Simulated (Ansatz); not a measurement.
Effect of biaxial strain −0.83 %, plane normal [111], relaxed out of plane on ZnCu

Start from ZnCu in the CsCl type structure (space group Pm-3m, No. 221; a = 2.908 Å; relaxed with 0.1 eV smearing). Axes: x, y, z lie along the cube axes.

Perturbation: compressive biaxial strain of 0.83 % in the plane normal to [111], as in epitaxy on a mismatched substrate; the out-of-plane cell vector and the atoms relax.

Level of theory: PBEsol/PAW in Ansatz (a quantum-chemistry and plane-wave program), scalar-relativistic without spin-orbit coupling. Settings: 20×20×20 k-points, 0.1 eV Fermi–Dirac smearing.

The volume per atom shrinks by 0.15 Å³, from 12.30 Å³ to 12.15 Å³ and the shortest interatomic distance falls by 0.017 Å, from 2.519 Å to 2.502 Å. The energy goes up by 1.6 meV/atom and the pressure (mean of the normal stresses, compression positive) goes from zero to 1.7 GPa. The band gap remains zero and the out-of-plane strain is +0.46 %. The ratio −ε⊥/ε∥ comes out as 0.56.

Cost of the whole job for the changed cell (relaxation, final SCF and bands): around 30 core-seconds (rough).

Whether these cells are dynamically stable was not tested. The final runs are not spin-polarised.
